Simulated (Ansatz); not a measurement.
# SnTe: response to strain

Start from SnTe in the rock salt structure (space group Fm-3m, No. 225).

SnTe is modelled in the cubic space group Fm-3m (No. 225), the rock salt structure, Pearson symbol cF8. Conventional cell: a = b = c = 6.3697 Å, α = β = γ = 90.00°. Sn on 4a has 6 Te at 3.185 Å (octahedral). Te on 4b sees 6 Sn at 3.185 Å (octahedral). (Neighbours: up to the widest gap in distance over summed covalent radii, below 1.35, at either atom; cation-cation and far metal-metal contacts left out.)
(The calculation used a cell of 2 atoms; values per cell refer to that cell.)

Strains are applied to the cell and any free atomic positions relax.

Computed with plane-wave PAW DFT at the r2SCAN level (Ansatz, a program for electronic structure, 500 eV), without spin-orbit coupling.

```tsv
isotropic strain (%)	pressure (GPa)
0	0.0
0.5	-0.6
1	-1.2
1.5	-1.8
2	-2.3
2.5	?
3	-3.2
```

Task: Fit P = P₀ − Bδ + Cδ² with δ = (1 + ε)³ − 1 to the rows shown and predict the withheld row.

Result: Least squares on the printed values gives P₀ = 0.0 GPa, B = 43.6 GPa, C = 96.0 GPa (largest residual 0.0 GPa); this predicts -2.8 GPa, and the run gives -2.8 GPa, in agreement.

Spin-orbit coupling, missing from the scalar runs, can matter with Te. Semilocal Kohn–Sham gaps tend to fall short of experiment. Whether these cells are dynamically stable was not tested.
